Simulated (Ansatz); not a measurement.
**SiGe (model structure, Pmma, No. 51, 4 atoms in the cell)**

These are PBEsol (Ansatz, a quantum-chemistry and plane-wave program, plane waves, PAW) values and carry that method's errors.

Numerical settings: plane-wave cutoff 520 eV, 10×10×6 k mesh (along the axes of the cell as run), Fermi–Dirac smearing 0.01 eV, scalar-relativistic PAW data made under PBE.

Cell (relaxed at this level):

```xyz
4
Lattice="3.9178 0.0000 0.0000 0.0000 3.9233 0.0000 0.0000 0.0000 5.5413" Properties=species:S:1:pos:R:3 pbc="T T T"
Si     2.9383     0.0000     4.8777
Si     0.9794     0.0000     0.6636
Ge     0.9794     1.9617     2.0458
Ge     2.9383     1.9617     3.4956
```

For SiGe (model structure, Pmma, No. 51, 4 atoms in the cell), the band gap is 0.28 eV (on the SCF k mesh). The bulk modulus is 81.2 GPa.

Note: the bulk modulus is −V dP/dV from two relaxed cells at ±2 % in volume; the relaxation could raise the start's symmetry but not lower it, so the cell can be a saddle point.

Spin–orbit coupling is not included.

Computed values are for the static lattice.

Cost on a shared machine: very roughly 80 core-seconds.

A model structure was made by putting elements into a prototype or built by hand; it is no filed structure, need not be a known phase, and can be a saddle point held by its symmetry.
